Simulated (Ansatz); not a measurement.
# zinc-blende BAs: the defect Si_B

The numbers are results of PBE, PAW (plane waves to 420 eV; Ansatz, an electronic-structure program), not measurements. The supercell holds 64 host sites (2×2×2 repeats of the unit cell), with a 2×2×2 shifted k-point sampling for the final energies. Site at the start: the B site. Energies of charged states are corrected for periodic images (point charge plus alignment at distant sites). Dielectric constants: PBE linear response of the host. Host gap at this level: 1.20 eV. A cell of this size leaves errors of a few tenths of an eV. The semilocal functional narrows the gap, so deep levels can fall outside it. Spin–orbit coupling is left out. Each state is the lowest found from its start.

```tsv
charge	moment (μB)	largest move off a lattice site (Å)	image correction with alignment (eV)
+1	not spin-polarised	0.21	0.31
0*	0.9	0.22	–
−1*	not spin-polarised	0.23	–
```

* At this level the carrier isn't localised at the defect: at charge 0 electrons occupy the conduction band; at charge −1 electrons occupy the conduction band. Such a state is shallow or no state of the defect, and this cell gives it no level.

No other site or start that was run ended lower by more than 0.1 eV.

Flagged in the runs: a doubtful potential alignment.
